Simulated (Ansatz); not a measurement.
Layers are cut from database crystals; whether they can be made is not shown.

- Surface = single layer of MgI$_{2}$ (symmetry P-3m1 as a slab, 3 atoms a cell)
- Vacuum level minus Kohn-Sham valence edge = 6.46 eV
- Vacuum level minus Kohn-Sham conduction edge = 2.81 eV
- Gap of the slab on its mesh = 3.65 eV
- Apparent barrier, filled states, bias minus 2.2 V = 7.5 eV (κ = 1.40 1/Å)
- Apparent barrier, filled states, bias minus 2.8 V = 8.0 eV (κ = 1.45 1/Å)
- Apparent barrier, empty states, bias plus 2.2 V = 3.9 eV (κ = 1.01 1/Å)
- Apparent barrier, empty states, bias plus 2.8 V = 2.3 eV (κ = 0.78 1/Å)

Level of theory: PBE, Tersoff-Hamann images (plane waves, PAW; Ansatz, an electronic-structure program).

The apparent barrier is ħ²κ²/2m, with κ from the fall of the mean window density between 3.5 and 5 Å; states of large in-plane momentum fall faster than their energy alone says. Mesh 18×18×1, no spin-orbit coupling, no spin polarisation; biases count from the run's Fermi level.
